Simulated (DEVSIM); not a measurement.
System: illuminated Si n-on-p cell, one wavelength, at 300 K.

Layer 1 from the left is Si, thickness (μm) 0.740, Nd (cm⁻³) 5.6e17, τn (s) 0.0002, τp (s) 2.1e-5, absorption coefficient (cm⁻¹) 510. Layer 2 from the left is Si, thickness (μm) 31.0, Na (cm⁻³) 1.8e15, τn (s) 0.0005, τp (s) 0.0005, absorption coefficient (cm⁻¹) 510.

Left contact: ohmic, minority hole recombination velocity 4e5 cm/s. Right contact: ohmic, minority electron recombination velocity 4e6 cm/s. Voltage is applied to the left contact. Recombination: SRH at mid-gap, radiative, Auger. Gap narrowing is on: ΔEg = 6.92 meV × (l + √(l² + 0.5)), l = ln(N/1.3e17 cm⁻³), shared equally by both band edges. Light enters at the left, 5.6e17 photons cm⁻² s⁻¹, one pass, no reflection. Mobility is constant in doping.

The device is made up for the run: typed textbook-type constants, with dimensions and the other settings drawn at random. Values at 300 K.

Si: gap (eV) 1.124, affinity (eV) 4.05, permittivity 11.7, Nc (cm⁻³) 2.86e19, Nv (cm⁻³) 3.1e19, μn (cm²/Vs) 1417, μp (cm²/Vs) 470, B (cm³/s) 4.7e-15, Cn (cm⁶/s) 2.8e-31, Cp (cm⁶/s) 9.9e-32.

DEVSIM, 1D drift-diffusion, Boltzmann statistics, complete ionisation; no tunnelling, impact ionisation, image-force lowering or self-heating.

Dark forward current:

```
|V| (V)  |J| (A/cm²)
-------  -----------
0.05       8.231e-10
0.10        6.417e-9
0.15        4.485e-8
0.20        3.098e-7
0.25        2.139e-6
0.30        1.477e-5
0.35       0.0001021
0.40       0.0007050
0.45        0.004867
0.50         0.03345
0.55          0.2242
0.60           1.334
0.65           5.912
0.70           18.37
0.75           42.82
0.80           81.76
0.85           136.5
0.90           207.8
0.95           295.9
1.00           401.0
1.05           523.0
1.10           661.7
1.15           816.7
1.20           987.8
1.25            1174
1.30            1376
```

Task: Work out the local ideality factor n = ΔV / (kT/q · ln(J2/J1)) between the rows 0.15 and 0.20 V, 0.30 and 0.35 V, 1.25 and 1.30 V.

Result: kT/q = 25.85 mV. From 0.15 to 0.20 V: ln(3.098e-7/4.485e-8) = 1.933, n = 1.00, near the 1 of diffusion or emission over a barrier. From 0.30 to 0.35 V: ln(0.0001021/1.477e-5) = 1.933, n = 1.00, near the 1 of diffusion or emission over a barrier. From 1.25 to 1.30 V: ln(1376/1174) = 0.159, n = 12.18.

Task: What current could the absorbed light give at most, and what share is collected?

Result: Σ αd = 1.62, so qΦ(1 − exp(−Σ αd)) = 71.9 mA/cm². The simulated short-circuit current is 46.38 mA/cm², a share of 0.64.

Task: Estimate the open-circuit voltage by superposition: the voltage at which the dark current equals that short-circuit current.

Result: Interpolating ln J in the table gives 0.509 V. The simulation gives 0.508 V, the same within the digits that matter. Superposition holds where collection doesn't change with voltage.

Task: Estimate the fill factor from FF0 = (v − ln(v + 0.72))/(v + 1), v = qVoc/(nkT), with n from the dark curve.

Result: The rows about Voc, 0.50 and 0.55 V, give n = 1.02, so v = 19.3 and FF0 = 0.803. The simulation gives 0.800, the same within the digits that matter.
